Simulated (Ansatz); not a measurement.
L1₀ (CuAu-type) CuAu was calculated with PBEsol+SOC in Ansatz (PAW).

Numerical settings: plane-wave cutoff 520 eV, 20×20×16 k mesh (along the axes of the cell as run), Fermi–Dirac smearing 0.05 eV, PAW data made under PBE.

Shape and atoms are relaxed at each volume.

Pressure at four volumes; x = ln(V/14.133 Å³). One pressure is withheld.

```
V (Å³/atom)        x  P (GPa)
-----------  -------  -------
13.567       -0.0409     7.95
14.133        0.0000     0.00
14.415        0.0198    -3.27
14.698        0.0392        ?
```

Task: Pass a parabola P(x) through the three rows shown, estimate the bulk modulus and its pressure derivative near zero pressure, and predict the withheld pressure.

Result: Slopes between the rows: (0.00 − (7.95))/(0.0000 − (-0.0409)) = -194.38 and (-3.27 − (0.00))/(0.0198 − (0.0000)) = -165.15 GPa. Their difference over the span 0.0607 is c = 29.23/0.0607 = 481.5 GPa, so P(x) = 7.95 + (-194.38)(x − (-0.0409)) + 481.5 (x − (-0.0409))(x − (0.0000)). At the middle row B = −dP/dx = −[-194.38 + 481.5 × 0.0409] = 174.7 GPa, and B′ = dB/dP = 2c/B = 5.5. At x = 0.0392 the parabola gives -6.11 GPa; the run gives -6.15 GPa. The Birch–Murnaghan fit to the energies at all volumes has B0 = 174 GPa and B′ = 5.4.

Ansatz is a program for electronic structure.
